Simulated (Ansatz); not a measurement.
# ZnSnO3: pressure series

Consider ZnSnO$_{3}$ (space group R3c, No. 161).

```
CELL_PARAMETERS angstrom
      2.63902     1.52364     4.66974
     -2.63902     1.52364     4.66974
      0.00000    -3.04728     4.66974
ATOMIC_POSITIONS crystal
  Zn 0.29504 0.29504 0.29504
  Zn 0.79504 0.79504 0.79504
  Sn 0.01258 0.01258 0.01258
  Sn 0.51258 0.51258 0.51258
  O  0.72138 0.11620 0.40509
  O  0.40509 0.72138 0.11620
  O  0.11620 0.40509 0.72138
  O  0.90509 0.61620 0.22138
  O  0.22138 0.90509 0.61620
  O  0.61620 0.22138 0.90509
```

Cell and atoms are relaxed at each pressure.

Calculations: PBEsol (Ansatz, a first-principles code), no spin-orbit coupling, earlier PAW set.

| pressure (GPa) | volume per atom (Å³/atom) |
|---|---|
| -2 | 11.395 |
| -1 | 11.329 |
| 0 | 11.266 |
| 7 | 10.870 |
| 15 | 10.490 |
| 30 | 9.912 |
| 50 | 9.293 |
| 75 | ? |
| 100 | 8.138 |

**Question.** Fit the third-order Birch–Murnaghan form P(V) = (3B₀/2)[(V₀/V)^(7/3) − (V₀/V)^(5/3)]·[1 + (3/4)(B₀′ − 4)((V₀/V)^(2/3) − 1)] (squares taken in P) to the rows shown and predict the withheld row.

**Answer.** Least squares on the printed values gives V₀ = 11.262 Å³/atom, B₀ = 195 GPa, B₀′ = 3.0; this predicts 8.652 Å³/atom, and the run gives 8.650 Å³/atom, 0.002 lower.

Load acts through the strain it causes; cell and atoms are relaxed under it. No phonon test of stability was made. Competing high-pressure phases were not computed.
